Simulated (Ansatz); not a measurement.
An Ansatz (a quantum-chemistry and plane-wave program) input (PBEsol-D3(BJ) in Ansatz (plane waves to 420 eV, PAW, scalar-relativistic without spin-orbit coupling)):

Ansatz 0.2 input:
```yaml
crystal:
  lattice:
    - [3.7696122089, 0, 0]
    - [1.8848061045, 3.2645799353, 0]
    - [0, 0, 5.7536225696]
  atoms:
    - { symbol: Zr, position: [0, 0, 0] }
    - { symbol: Se, position: [0.3333333333, 0.3333333333, 0.2753482735] }
    - { symbol: Se, position: [0.6666666667, 0.6666666667, 0.7246517265] }
basis: { ecutwfc: 420, ecutrho_ratio: 4, xc_grid: 2, fft_grid_basis: typed }
kpoints: { mp_grid: { grid: [18, 18, 10] } }
hamiltonian:
  xc: pbesol
  dispersion: d3bj
  pseudopotentials: { kind: paw }
scf: { occupations: { method: fermi_dirac, width: 0.1 } }
relax: { f_tol: 0.005, max_steps: 50, cell: { stress_tol: 0.01, fix: [a, b, gamma] } }
output: { forces: true, stress: true }
checkpoint: { write: state.ck, write_every: 1000 }
```

Which symmetry and how many k-points will the program report, and about how many plane waves at Γ?

Space group P-3m1 (ITA 164) with 12 operations, k-points 330 of 3240, and 1399 plane waves at Γ.

And the final pressure?

-2.44 GPa (compression positive).

The cells carry an imposed strain or load. Stability against distortions was not tested. All final runs are without spin polarisation. The cell was made from ZrSe2 in the CdI2 type structure (space group P-3m1, No. 164; layered, stacked along the Cartesian z axis) by this change: biaxial strain +3.00 %, plane normal [001], relaxed out of plane.
